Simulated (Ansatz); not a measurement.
System: L1₂ (Cu3Au-type) Ni3Fe. Method: HSE06 (Ansatz, a first-principles code, plane waves, PAW).

Numerical settings: plane-wave cutoff 460 eV, 8×8×8 k mesh, Fermi–Dirac smearing 0.05 eV, spin-polarised with parallel moments, scalar-relativistic PAW data made under PBE.

Properties against volume:

| V (Å³/atom) | P (GPa) | moment (μB per cell of 4 atoms) |
|---|---|---|
| 10.697 | 10.98 | 6.08 |
| 10.918 | 6.36 | 6.09 |
| 11.260 | 0.16 | 6.09 |
| 11.541 | -4.18 | 6.10 |
| 11.823 | -7.92 | 6.10 |
